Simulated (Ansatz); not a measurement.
The parent structure is Mg₃Sb₂ (space group P-3m1, No. 164).

```xyz
5
Lattice="4.5508 0.0000 0.0000 -2.2754 3.9411 0.0000 0.0000 0.0000 7.1806" Properties=species:S:1:pos:R:3 pbc="T T T"
Sb     0.0000     2.6274     1.6096
Sb     2.2754     1.3137     5.5709
Mg     0.0000     0.0000     0.0000
Mg     0.0000     2.6274     4.5425
Mg     2.2754     1.3137     2.6381
```

Calculations: PBEsol, PAW, 420 eV (Ansatz, a quantum-chemistry and plane-wave program; scalar-relativistic without spin-orbit coupling).

Carriers are added at fixed cell with a uniform background; the Fermi–Dirac width is that of 300 K.

One change was made to it. Results:

The Fermi level relative to the doped band's edge (positive inside the band; to 0.05 eV) is +0.95 eV; the gap character becomes indirect, Γ → K (base: indirect, Γ → k = (0, 0.417, 0.286) in the run's primitive reciprocal basis); the gap between the host's bands goes up by 0.02 eV (0.15 eV → 0.17 eV).

**Question.** Name the change that was made.
A) electrons 7.0×10^21 cm⁻³
B) holes 7.0×10^21 cm⁻³
C) electrons 3.0×10^21 cm⁻³

**Answer.** A, electrons 7.0×10^21 cm⁻³. For comparison, the gap character in the other runs: electrons 3.0×10^21 cm⁻³ gives indirect, Γ → k = (0, 0.417, 0.286) in the run's primitive reciprocal basis; holes 7.0×10^21 cm⁻³ gives indirect, Γ → k = (0, 0.417, 0.286) in the run's primitive reciprocal basis.

Charged cell with a jellium background: band edges are those of the host's band count, energies are not comparable with the neutral cell, and many-body gap narrowing is missing. Spin-orbit coupling, missing from the scalar runs, can matter with Sb. No phonon test of stability was made. A zero or small gap of Mg3Sb2 can be the functional's error rather than a property of the material.
